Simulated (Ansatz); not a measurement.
# SnO: axis ratio against pressure

SnO (litharge, P4/nmm, 16.203 Å³/atom at rest, c along z) under hydrostatic pressure, with the cell free. PBEsol-D3(BJ) in Ansatz, a plane-wave DFT program (PAW, default set), 420 eV, 12×12×10 Γ-centred mesh, Fermi-Dirac smearing 0.05 eV; ions are relaxed within the symmetry of each cell.

Here P stands for pressure and y for c/a.

| pressure (GPa) | c/a |
|---|---|
| -1.0 | 1.223 |
| 0.0 | 1.209 |
| 0.3 | 1.206 |
| 0.7 | 1.202 |
| 1.5 | 1.195 |
| 3.0 | ? |

Taking a straight line for y over the 5 complete rows: Means: P 0.30000, y 1.2070. About the means, the sum of products is -0.037800 and the sum of squares of P is 3.3800; the slope is their ratio. Least squares gives y = 1.2104 - 0.01118·P. Residuals (row less fit): 0.0014, -0.0014, -0.0010, -0.0006, 0.0014; standard error 0.0016 (degrees of freedom: 3).

Problem. What does the fit predict for y at P = 3.0, and how far is the calculated value from it?

Solution. y = 1.2104 - 0.01118 × 3.0 = 1.1769. The calculation gives 1.184, 0.0071 above the prediction (18.2 % of the range of y in the table). The row lies outside the fitted rows, so this is an extrapolation. From the scatter of the fitted rows alone, a prediction at this place has a standard error of 0.0029, so the miss is 2.4 times that.

One order more, fitted to all 7 runs of the series, follows each within 0.002, so the miss is the next term of a smooth law. This level leaves no gap over 0.05 eV at pressure -1.0, 0.0, 0.3, 0.7, 1.5, 3.0, where the mesh may be coarse. Other structures, which can take over under pressure, weren't tried. Rows are the converged runs of the series near zero and its far end; series whose fitted rows scatter by over a few per cent of the range, as at a crossing or softening among them, aren't shown in this form. Most that stay on the fit to the last digits aren't either.
